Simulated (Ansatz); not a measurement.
The reference is Bi in the A7 type structure (space group R-3m, No. 166; a = 4.472 Å, c = 11.279 Å (hexagonal axes)).

Level of theory: DFT with PBEsol-D3(BJ), PAW potentials and a 420 eV plane-wave cutoff in Ansatz (a first-principles code), no spin-orbit coupling.

Base values:

* **Volume per atom**: 32.56 Å³
* **Band gap**: zero
* **Space group**: R-3m (No. 166)

The change: Pt takes the place of Bi on all its sites; the structure is relaxed again.

Q: Predict the new volume per atom.

A: The volume per atom decreases by 15.725 Å³ (32.56 Å³ → 16.84 Å³).

Q: Estimate the effect on the band gap.

A: The band gap stays zero.

Q: How does this affect the space group?

A: The space group changes from R-3m (No. 166) to Pm-3m (No. 221).

With Bi present, leaving out spin-orbit coupling can change the band edges. Stability against distortions was not tested. As relaxed here, Pt is a hypothetical phase, not in the database extracts checked. The final runs are not spin-polarised.
